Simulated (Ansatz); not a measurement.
Cost and result by functional for the adsorption energy of CO on the 1x1 (10-10) surface of wurtzite GaN (cut with top plane Ga + N), one in a 2x1 cell, started at the site 'hollow Ga', in Ansatz (plane waves, PAW). Single points on the PBE structure, on one kind of machine; costs are rough ratios of the slab run's core time (references not counted) to the cheapest single point. r2SCAN's cost holds its higher cutoff (500 against 420 eV). Differences are taken against HSE06 for comparison alone: no measured value is at hand, so the table doesn't rank accuracy. HSE06 ran on a coarser k-mesh, which lowers its cost and may carry part of its shift.

Host crystal: wurtzite GaN, with a band gap (PBE, scalar-relativistic without spin-orbit coupling).

Slab: 34 atoms, 9.3 Å thick at the start under the adsorbate (thin: gaps and levels are the slab's own); k 3x4x1, smearing 0.01 eV, dipole-corrected; 16 atoms held, the rest relaxed; no symmetry held; no spin, no spin-orbit, no U, no dispersion correction. At the end it is bonded to Ga + N. In PBE it is, or lies within 0.03 eV of, the lowest of the starts that converged. These notes are the PBE run's. Adsorption energies are against CO(g). A negative adsorption energy means that the adsorbate is more stable on the surface than in its reference.

```tsv
functional	relative cost	adsorption energy (eV)	less HSE06 (eV)
RPBE	1	-0.48	0.07
r2SCAN	2	-0.63	-0.09
HSE06	30	-0.54	0.00
PBE (the relaxed run's value)	–	-0.74	-0.19
```

The values span 0.26 eV, while the single points' costs differ by a factor of roughly 30. Differences are of unrounded values.

Ansatz is a first-principles code.
